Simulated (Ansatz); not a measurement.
# Response to strain in Si

Base system: Si in the diamond structure (space group Fd-3m, No. 227; a = 5.444 Å). Axes: x, y, z lie along the cube axes.

Strains are applied to the cell and any free atomic positions relax.

Calculations: plane-wave PAW DFT at the r2SCAN level (Ansatz, a program for electronic structure, 500 eV), no spin-orbit coupling.

Candidates:
(a) tensor shear ε_xy = +1.71 %
(b) tensor shear ε_xy = +1.43 %
(c) tensor shear ε_xy = +2.00 %

For the base:

The band gap is 0.78 eV.

Task: Order them by band gap, highest first.

Result: (b) tensor shear ε_xy = +1.43 % (0.56 eV), (a) tensor shear ε_xy = +1.71 % (0.49 eV), (c) tensor shear ε_xy = +2.00 % (0.42 eV)

Semilocal Kohn–Sham gaps tend to fall short of experiment. Stability against distortions was not tested.
